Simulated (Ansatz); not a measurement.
Results of PBEsol in Ansatz (plane waves, PAW) for Zn(OH)2 (P2₁2₁2₁, No. 19; cell taken from a computed entry).

Settings: plane-wave cutoff 500 eV, 8×8×6 k mesh (along the axes of the cell as run), gaussian smearing 0.02 eV, scalar-relativistic PAW data made under PBE.

Cell (relaxed at this level):

ZnH₂O₂ is taken in the orthorhombic space group P2₁2₁2₁ (No. 19), Pearson symbol oP20. Lattice parameters: a = 4.7626 Å, b = 4.9946 Å, c = 8.4938 Å, α = 90.00°, β = 90.00°, γ = 90.00°. Zn on 4a is surrounded by 4 O at 1.943–1.972 Å (tetrahedral). H1 on 4a is surrounded by 1 O at 1.014 Å. H2 on 4a is surrounded by 1 O at 1.016 Å. O1 on 4a is coordinated by 1 H at 1.014 Å and 2 Zn at 1.943–1.972 Å. O2 on 4a sees 1 H at 1.016 Å and 2 Zn at 1.958–1.968 Å (trigonal pyramidal). (Neighbours: up to the widest gap in distance over summed covalent radii, below 1.35, at either atom; cation-cation and far metal-metal contacts left out.)

Question: Predict the band gap.

Answer: 
* **band gap**: 3.00 eV (on the SCF k mesh)

Note: the relaxation could not lower the start's symmetry, so the cell can be a saddle point above a distorted one.

Ansatz is a program for electronic structure.
